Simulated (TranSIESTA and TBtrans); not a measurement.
Device: Cu point contact of 3 atoms in a row between two rods. Leads: fcc Cu rod along [100], layers of 5 and 4 atoms, a = 3.63 Å. Geometry: as built, not relaxed. Transport runs along z; the first 18 and the last 18 of the 70 atoms are the lead cells, repeated to infinity.

```xyz
70
Lattice="13.634 0.000 0.000 0.000 13.634 0.000 0.000 0.000 33.763" Properties=species:S:1:pos:R:3 pbc="F F T"
Cu     6.817     6.817     0.000
Cu     9.384     6.817     0.000
Cu     6.817     9.384     0.000
Cu     4.250     6.817     0.000
Cu     6.817     4.250     0.000
Cu     8.100     8.100     1.815
Cu     5.533     8.100     1.815
Cu     8.100     5.533     1.815
Cu     5.533     5.533     1.815
Cu     6.817     6.817     3.630
Cu     9.384     6.817     3.630
Cu     6.817     9.384     3.630
Cu     4.250     6.817     3.630
Cu     6.817     4.250     3.630
Cu     8.100     8.100     5.445
Cu     5.533     8.100     5.445
Cu     8.100     5.533     5.445
Cu     5.533     5.533     5.445
Cu     6.817     6.817     7.260
Cu     9.384     6.817     7.260
Cu     6.817     9.384     7.260
Cu     4.250     6.817     7.260
Cu     6.817     4.250     7.260
Cu     8.100     8.100     9.075
Cu     5.533     8.100     9.075
Cu     8.100     5.533     9.075
Cu     5.533     5.533     9.075
Cu     6.817     6.817    10.890
Cu     9.384     6.817    10.890
Cu     6.817     9.384    10.890
Cu     4.250     6.817    10.890
Cu     6.817     4.250    10.890
Cu     8.100     8.100    12.705
Cu     5.533     8.100    12.705
Cu     8.100     5.533    12.705
Cu     5.533     5.533    12.705
Cu     6.817     6.817    14.520
Cu     6.817     6.817    16.881
Cu     6.817     6.817    19.243
Cu     8.100     8.100    21.058
Cu     5.533     8.100    21.058
Cu     8.100     5.533    21.058
Cu     5.533     5.533    21.058
Cu     6.817     6.817    22.873
Cu     9.384     6.817    22.873
Cu     6.817     9.384    22.873
Cu     4.250     6.817    22.873
Cu     6.817     4.250    22.873
Cu     8.100     8.100    24.688
Cu     5.533     8.100    24.688
Cu     8.100     5.533    24.688
Cu     5.533     5.533    24.688
Cu     6.817     6.817    26.503
Cu     9.384     6.817    26.503
Cu     6.817     9.384    26.503
Cu     4.250     6.817    26.503
Cu     6.817     4.250    26.503
Cu     8.100     8.100    28.318
Cu     5.533     8.100    28.318
Cu     8.100     5.533    28.318
Cu     5.533     5.533    28.318
Cu     6.817     6.817    30.133
Cu     9.384     6.817    30.133
Cu     6.817     9.384    30.133
Cu     4.250     6.817    30.133
Cu     6.817     4.250    30.133
Cu     8.100     8.100    31.948
Cu     5.533     8.100    31.948
Cu     8.100     5.533    31.948
Cu     5.533     5.533    31.948
```

Run with TranSIESTA and TBtrans (open boundaries, self-consistent; PseudoDojo norm-conserving potentials, scalar-relativistic): PAO.BasisSize SZP, PAO.EnergyShift 0.15 eV, XC.Authors PBE, Mesh.Cutoff 150 Ry, ElectronicTemperature 300 K, TBT.Elecs.Eta 0.001 eV, no spin polarisation.

Q: Give the current of both spins against bias, self-consistently and from the zero-bias transmission integrated over the bias window.

A: 
```tsv
V (V)	I self-consistent (μA)	I from the zero-bias T(E) (μA)
0.2	16.9	17.6
0.4	31.8	34.9
0.6	38.9	49.8
```

Positive bias raises the left lead's chemical potential. The energy step is 0.02 eV; narrower resonances are cut or missed.

The leads' channel count changes near 0.01 eV, within the thermal window, so values at the Fermi level hang on where that band edge falls.
